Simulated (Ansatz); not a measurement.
The parent structure is MoS$_{2}$ in the 3R-MoS2 type structure (space group R3m, No. 160; a = 3.116 Å, c = 17.356 Å (hexagonal axes); layered, stacked along the Cartesian z axis).

Modification: a free-standing slab of 3 layers (9 atoms, 3 a layer) is cut normal to the stacking axis, with 15 Å of vacuum and the in-plane cell relaxed.

Levels (all Ansatz, an electronic-structure program, PAW): PBEsol-D3(BJ) (420 eV, no spin-orbit coupling); PBEsol+SOC (420 eV, with spin-orbit coupling).

The geometry is relaxed with PBEsol-D3(BJ).

| Quantity | Value |
|---|---|
| PBEsol-D3(BJ) smallest direct gap | 1.67 eV |
| PBEsol-D3(BJ) lowest conduction level above the VBM at special points | K 0.92 eV; M 1.51 eV; Γ 1.91 eV |
| PBEsol-D3(BJ) hole mass | 0.58 mₑ (at Γ) |

With PBEsol+SOC at the same geometry, the smallest direct gap drops by 0.076 eV (1.67 eV → 1.60 eV); the lowest conduction level above the VBM at special points becomes K 0.91 eV; M 1.50 eV; Γ 1.86 eV (PBEsol-D3(BJ): K 0.92 eV; M 1.51 eV; Γ 1.91 eV); the hole mass (in plane) stays 0.58 mₑ (at Γ).

Single points use the geometry relaxed with PBEsol-D3(BJ). The spin-orbit shifts are approximate. Effective masses come from finite differences of ±0.01 Å⁻¹. No phonon test of stability was made. k-point labels follow each cell's own Brillouin zone.
